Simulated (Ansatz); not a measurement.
KHF2 (I4/mcm, No. 140; cell taken from a computed entry), treated with r²SCAN-D4 (Ansatz, an electronic-structure program, PAW).

Run with plane-wave cutoff 500 eV, 10×10×10 k mesh, gaussian smearing 0.02 eV, scalar-relativistic PAW data made under PBE.

Cell (relaxed at this level):

```
CELL_PARAMETERS angstrom
     -2.79952     2.79952     3.35177
      2.79952    -2.79952     3.35177
      2.79952     2.79952    -3.35177
ATOMIC_POSITIONS crystal
  K  0.75000 0.75000 0.00000
  K  0.25000 0.25000 0.00000
  H  0.50000 0.00000 0.50000
  H  0.00000 0.50000 0.50000
  F  0.35629 0.85629 0.21258
  F  0.64371 0.14371 0.78742
  F  0.85629 0.64371 0.50000
  F  0.14371 0.35629 0.50000
```

Q: Predict the band gap.

A: 
- band gap = 8.04 eV (on the SCF k mesh)

Note: the relaxation could not lower the start's symmetry, so the cell can be a saddle point above a distorted one.

The computed numbers hold no vibrational or temperature effects.
